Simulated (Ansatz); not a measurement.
Input and output of a zone-centre phonon calculation for TaC (Pm-3m, 2 atoms in the cell) (Ansatz, a first-principles code).

Computed with PBEsol, default PAW files made with PBE (plane waves; Ansatz).

```yaml
crystal:
  lattice:
    - [2.90745, 0.00000, 0.00000]
    - [0.00000, 2.90745, 0.00000]
    - [0.00000, 0.00000, 2.90745]
  atoms:
    - { symbol: Ta, position: [0.00000, 0.00000, 0.00000] }
    - { symbol: C, position: [0.50000, 0.50000, 0.50000] }
```

Reference input (self-consistent single point, DFT, PBEsol, plane waves, default PAW files made with PBE): basis.ecutwfc = 30.9 Ry; kpoints.mp_grid.grid = 8 8 8; hamiltonian.xc = pbesol; hamiltonian.pseudopotentials = {kind: paw} (the program's default PAW files); scf.occupations.method = fermi_dirac; scf.occupations.width = 0.0073 Ry. This run's input differs from it in these lines:

Ansatz 0.2 input:
```diff
@@ -9,3 +9,3 @@
 basis:
-  ecutwfc: 30.9 Ry
+  ecutwfc: 21.7 Ry
 kpoints:
@@ -21,6 +21,4 @@
     width: 0.0073 Ry
-output:
-  forces: true
-  eigenvalues: true
-  stress: true
+phonons:
+  method: dfpt
```

Log, with long lists cut:

```
SCF iter   1: F=—  HF=-10051.992578 eV  |F-HF|=—  |Δ(HF+E_count)|=         —  Δρ=1.71e-2  dr2=8.92e-2  ethr=1.77e-3  ⟨swp⟩=5.3  Hψ=4705  notcnv=0
all-band conjugate gradients solve this SCF's bands
preconditioner: auto → none
SCF iter   2: F=—  HF=-10051.977621 eV  |F-HF|=—  |Δ(HF+E_count)|=   1.50e-2  Δρ=7.06e-3  dr2=1.48e-2  ethr=5.25e-4  ⟨swp⟩=1.2  Hψ=1589  notcnv=0
   [... lines left out ...]
SCF iter   4: F=—  HF=-10051.975290 eV  |F-HF|=—  |Δ(HF+E_count)|=   1.15e-5  Δρ=1.68e-4  dr2=4.50e-6  ethr=2.81e-7  ⟨swp⟩=1.9  Hψ=1214  notcnv=0  defer=2
SCF iter   5: F=—  HF=-10051.975292 eV  |F-HF|=—  |Δ(HF+E_count)|=   2.42e-6  Δρ=8.35e-6  dr2=7.03e-9  ethr=2.65e-8  ⟨swp⟩=2.0  Hψ=1313  notcnv=0  defer=2
SCF iter   6: F=—  HF=-10051.975292 eV  |F-HF|=—  |Δ(HF+E_count)|=   2.31e-7  Δρ=8.47e-7  dr2=1.47e-10  ethr=4.13e-11  ⟨swp⟩=2.5  Hψ=1633  notcnv=0  defer=2
SCF iter   7: F=-10051.975292 eV  HF=-10051.975292 eV  |F-HF|=0.00e0  |Δ(HF+E_count)|=  9.09e-12  Δρ=9.15e-8  dr2=5.15e-13  ethr=1.00e-12  ⟨swp⟩=5.5  Hψ=3631  notcnv=0
SCF 1 converged in 7 iterations: F = -10051.975292 eV  dr2 = 5.15e-13
DFPT response loops at Γ: preconditioner auto → Kerker (q_TF=auto, 2.566 Å⁻¹) (partly filled bands, converged f_vac=0.000) …
Free energy (F): -10051.975292 eV
Internal energy: -10051.937590 eV  (E = F + TS)
E sigma→0 (E₀):  -10051.956441 eV
Entropy (-TS):   -0.037702 eV (-18.851 meV/atom)
Fermi energy:    16.581707 eV
--- Phonons (Γ-DFPT): 2 representative perturbations + reference, on 75 of 512 k-points (Σ response iterations 6) ---
  k mesh reduced under 8 symmetry operations, with k and −k counted as one. Each operation leaves every solved perturbation unchanged …
  ASR residual: 3.227e-4 → 0.000e0 eV/Å²; symmetrization residual: 6.544e-7 eV/Å²
  ASR residual per site (eV/Å²): 3.23e-4 5.45e-6
  Γ frequencies (cm⁻¹): 0.00 0.00 0.00 114.55 114.55 114.55
  non-analytic LO–TO correction: not included (Born effective charges unavailable; polar crystals: no LO–TO splitting at Γ)
```

The run converged in 7 iterations. 

Summary of the result:
```
Quantity                                                                  Result
--------------------------------------------------------  ----------------------
Free energy E − TS (on the zero of these files)                   -10051.9753 eV
Fermi level (on the code's own zero)                                    16.58 eV
Zone-centre frequencies (cm⁻¹; negative means imaginary)  0, 0, 0, 115, 115, 115
```

The starting cell was generated: these elements placed on a structure prototype, without a prior relaxation; it need not be a known phase or ordering of this composition. Spin polarisation is off. The cutoff lies below the one recommended for these files.
